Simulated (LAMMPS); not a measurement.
Melts of Si (diamond structure) cooled to 300 K at several rates.

Method: classical MD, pair style tersoff/mod, file Si.tersoff.mod (LAMMPS).

```
cooling rate (K/s)  energy above the crystal  state                  density       coordination number       rough cost
------------------  ------------------------  -----  -----------------------  ------------------------  ---------------
3e+12                          0.212 eV/atom  glass  2.34 g/cm³ (one sample)  4.18 (counted to 2.94 Å)  70 core-minutes
1e+13                          0.222 eV/atom  glass  2.35 g/cm³ (one sample)  4.21 (counted to 2.90 Å)  21 core-minutes
1e+14                          0.263 eV/atom  glass  2.44 g/cm³ (one sample)  4.45 (counted to 2.90 Å)   7 core-minutes
```

Costs are rough and include melting and analysis.
